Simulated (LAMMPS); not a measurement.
An MD run on Co (hcp), 900 atoms, at 1860 K and 0 GPa, heated as the crystal.

All values are model results, not measurements: classical MD, pair style meam, file MoCoNiVFeAlCr_2nn.meam, run in LAMMPS.

```
angle (°)  probability per degree, Co-Co-Co
---------  --------------------------------
37.50                                0.0000
40.50                                0.0002
43.50                                0.0011
46.50                                0.0037
49.50                                0.0081
52.50                                0.0138
55.50                                0.0186
58.50                                0.0204
61.50                                0.0187
64.50                                0.0146
67.50                                0.0098
70.50                                0.0064
73.50                                0.0044
76.50                                0.0040
79.50                                0.0047
82.50                                0.0061
85.50                                0.0077
88.50                                0.0087
91.50                                0.0088
94.50                                0.0083
97.50                                0.0076
100.5                                0.0073
103.5                                0.0073
106.5                                0.0083
109.5                                0.0098
112.5                                0.0112
115.5                                0.0122
118.5                                0.0124
121.5                                0.0115
124.5                                0.0101
127.5                                0.0085
130.5                                0.0068
133.5                                0.0057
136.5                                0.0050
139.5                                0.0047
142.5                                0.0045
145.5                                0.0040
148.5                                0.0037
151.5                                0.0032
154.5                                0.0029
157.5                                0.0026
160.5                                0.0025
163.5                                0.0028
166.5                                0.0029
169.5                                0.0028
172.5                                0.0024
175.5                                0.0018
178.5                                0.0006
```

The data show:
- state found: crystal; no diffusion seen in 30 ps
- most common Co-Co-Co angle: at the 3° bin centred on 58.5°, after smoothing over three bins (mean of all 96°)

Caution: enthalpy drifts during the constant-pressure average: a transition or slow ageing; fluctuation values are void. Caution: in nature this polymorph isn't the stable one over the whole range of temperature at this pressure, and short runs keep a crystal in its starting form. Caution: this crystal lies over the melting point of about 1620 K that MEAM MoCoNiVFeAlCr_2nn.meam gives, so it is superheated.
